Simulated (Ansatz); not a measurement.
Response to strain in HfRu

The reference is HfRu in the CsCl type structure (space group Pm-3m, No. 221; a = 3.2088 Å; relaxed with 0.1 eV smearing). Axes: x, y, z lie along the cube axes.

Strains are applied to the cell and any free atomic positions relax.

Calculations: plane-wave PAW DFT at the PBEsol level (Ansatz, a first-principles code, 420 eV), no spin-orbit coupling.

Candidates:
(a) tensor shear ε_xy = −0.46 %
(b) isotropic strain −1.37 %
(c) isotropic strain −1.74 %

Notes on the quantities. energy relative to the base: free energy F.

### Question
Order them by energy relative to the base, highest first.

### Answer
(c) isotropic strain −1.74 % (+32 meV/atom), (b) isotropic strain −1.37 % (+19 meV/atom), (a) tensor shear ε_xy = −0.46 % (+0.4 meV/atom)

No phonon test of stability was made. All final runs are without spin polarisation.
